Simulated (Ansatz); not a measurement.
An Ansatz (a program for electronic structure) input (plane-wave PAW DFT at the r2SCAN+rVV10 level (Ansatz, 500 eV), no spin-orbit coupling):

Ansatz 0.2 input:
```yaml
crystal:
  lattice:
    - [-1.3589035256, 1.3589035256, 4.0588061804]
    - [1.3589035256, -1.3589035256, 4.0588061804]
    - [1.3589035256, 1.3589035256, -4.0588061804]
  atoms:
    - { symbol: Ru, position: [0.8506915409, 0.8506915409, 0] }
    - { symbol: Ru, position: [0.1493084591, 0.1493084591, 0] }
basis: { ecutwfc: 500, ecutrho_ratio: 4, xc_grid: 4, fft_grid_basis: typed }
kpoints: { mp_grid: { grid: [24, 24, 24] } }
hamiltonian:
  xc: r2scan
  dispersion: rvv10
  pseudopotentials: { kind: paw }
scf: { occupations: { method: fermi_dirac, width: 0.05 }, convergence: { dr2_threshold: 0.0000000002 } }
output: { forces: true, stress: true }
checkpoint: { write: state.ck, write_every: 1000 }
```

### Question
Which symmetry and how many k-points will the program report, and about how many plane waves at Γ?

### Answer
Space group I4/mmm (ITA 139) with 16 operations, k-points 1063 of 13824, and 747 plane waves at Γ.

No phonon test of stability was made. The final runs are not spin-polarised. The cell was made from P by this change: P → Ru; the result is a hypothetical phase, not in the database extracts checked.
